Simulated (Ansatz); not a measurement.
**The (100) surface of rock-salt TiN, Mg on all Ti sites of the top plane (bottom of the slab: a bare face, its two planes held)**

These are PBE (plane waves to 420 eV, PAW; Ansatz, a first-principles code) values and carry that method's errors.

Slab: 12 atoms, 10.5 Å thick at the start with caps and adatoms (thin: gaps and levels are the slab's own); k 12x12x1, smearing 0.1 eV, dipole-corrected; 4 atoms held, the rest relaxed; held to the start's symmetry, so lower structures may exist; no spin, no spin-orbit, no U. In PBE it is, or lies within 0.01 eV a 1x1 cell of, the lowest of the 2 structures of its composition computed so far; subsurface sites and larger cells were not tried.

The work function of the top face comes out as 2.65 eV and the energy released by relaxation comes out as 0.52 eV. The cost is about 3 core-minutes (a rough figure).
